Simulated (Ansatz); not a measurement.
**Pressure series in hypothetical diamond Te**

The reference is Te in the diamond structure (space group Fd-3m, No. 227; a hypothetical phase, not in the database extracts checked).

```
CELL_PARAMETERS angstrom
      0.00000     3.59265     3.59265
      3.59265     0.00000     3.59265
      3.59265     3.59265     0.00000
ATOMIC_POSITIONS crystal
  Te 0.25000 0.25000 0.25000
  Te 0.00000 0.00000 0.00000
```

Cell and atoms are relaxed at each pressure.

Method: plane-wave PAW DFT at the PBE level (Ansatz, a quantum-chemistry and plane-wave program, 420 eV), no spin-orbit coupling.

```csv
pressure (GPa),volume per atom (Å³/atom)
-1,48.315
0,46.371
0.3,?
0.7,45.227
1.5,44.088
3,42.267
5,40.332
7.5,38.407
10,36.829
```

Question: Fit the third-order Birch–Murnaghan form P(V) = (3B₀/2)[(V₀/V)^(7/3) − (V₀/V)^(5/3)]·[1 + (3/4)(B₀′ − 4)((V₀/V)^(2/3) − 1)] (squares taken in P) to the rows shown and predict the withheld row.

Answer: Least squares on the printed values gives V₀ = 46.373 Å³/atom, B₀ = 26.7 GPa, B₀′ = 4.2; this predicts 45.866 Å³/atom, and the run gives 45.861 Å³/atom, 0.005 lower.

Load acts through the strain it causes; cell and atoms are relaxed under it. No phonon test of stability was made. Competing high-pressure phases were not computed.
